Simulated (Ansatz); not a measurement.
Results of LDA (Ansatz, a program for electronic structure, plane waves, PAW) for C (model structure, P6₂22, No. 180, 3 atoms in the cell).

Input:

Ansatz 0.2 input:
```yaml
crystal:
  lattice:
    - [2.5600920759, 0.0, 0.0]
    - [-1.2800460379, 2.2171047737, 0.0]
    - [0.0, 0.0, 2.7478143438]
  atoms:
    - { symbol: C, position: [0.5, 0.0, 0.0] }
    - { symbol: C, position: [0.0, 0.5, 0.6666666667] }
    - { symbol: C, position: [0.5, 0.5, 0.3333333333] }
basis:
  ecutwfc: 520
  ecutrho_ratio: 4
  xc_grid: 2
kpoints:
  mp_grid: { grid: [18, 18, 12] }
hamiltonian:
  xc: lda
  dispersion: none
  pseudopotentials: { kind: paw }
scf:
  occupations: { method: fermi_dirac, width: 0.01 }
output:
  forces: true
  stress: true
  eigenvalues: true
relax:
  f_tol: 0.004
  escape_saddle: false
  max_steps: 80
  cell: { stress_tol: 0.02, fix: [volume] }
```

From the output:

```
Relaxation: its limit of steps is 80 (relax.max_steps)
Crystal: 3 atoms, lattice volume = 15.597 Å³
Basis set: ecut = 520 eV, 407 PW (Γ), exchange–correlation on 40×40×48 points (8 copies of the dense FFT grid, shifted against one another)
Bands: 10, of which v1, the nominal top of the filled ones, is band 6 counted from 1 (5 counted from 0)
Symmetry: 12 space group operations
Space group: P6222 (ITA 180), of the structure as read, at distance tolerance 2.5e-5 Å
k-points: 259 of 3888 (time reversal used)
Functional: x = slater, c = lda
SCF iter   1: F=—  HF=-725.667006 eV  |F-HF|=—  |Δ(HF+E_count)|=         —  Δρ=1.06e-2  dr2=7.33e-3
SCF iter   2: F=—  HF=-725.663644 eV  |F-HF|=—  |Δ(HF+E_count)|=   3.36e-3  Δρ=4.50e-3  dr2=1.14e-3
  ...
SCF 1 converged in 6 iterations: F = -725.662994 eV  dr2 = 1.17e-12
Crystal: 3 atoms, lattice volume = 15.597 Å³
Initial density: handed on by an earlier stage of this run
SCF 2 converged in 6 iterations: F = -725.662997 eV  dr2 = 2.61e-16
Crystal: 3 atoms, lattice volume = 15.597 Å³
SCF 3 converged in 6 iterations: F = -725.662998 eV  dr2 = 3.84e-17
Crystal: 3 atoms, lattice volume = 15.597 Å³
SCF iter   6: F=-725.662998 eV  HF=-725.662998 eV  |F-HF|=2.27e-13  |Δ(HF+E_count)|=    0.00e0  Δρ=3.86e-9  dr2=9.56e-16
SCF iter   7: F=-725.662998 eV  HF=-725.662998 eV  |F-HF|=1.14e-13  |Δ(HF+E_count)|=  1.14e-13  Δρ=1.69e-9  dr2=1.77e-16
SCF 4 converged in 7 iterations: F = -725.662998 eV  dr2 = 1.77e-16
SCF converged after 7 iterations
Free energy (F): -725.662998 eV
Internal energy: -725.662998 eV  (E = F + TS)
E sigma→0 (E₀):  -725.662998 eV
Fermi energy:    16.342464 eV
--- Forces (eV/Å), atoms counted from 1 ---
  atom   1  C      0.00000000    -0.00000000     0.00000000
  atom   2  C      0.00000000     0.00000000    -0.00000000
  atom   3  C     -0.00000000    -0.00000000     0.00000000
--- Stress (GPa, compression-positive) ---
        9.783376       0.000000       0.000000
        0.000000       9.783376      -0.000000
        0.000000      -0.000000       9.783270
  P = ⅓ Tr σ = 9.7833 GPa (97.833 kbar)
```

The cell is one volume of an energy–volume scan, off the minimum.

The PAW data were made under PBE.

Note: the relaxation could raise the start's symmetry but not lower it, so the cell can be a saddle point.

A model structure was made by putting elements into a prototype or built by hand; it is no filed structure, need not be a known phase, and can be a saddle point held by its symmetry.
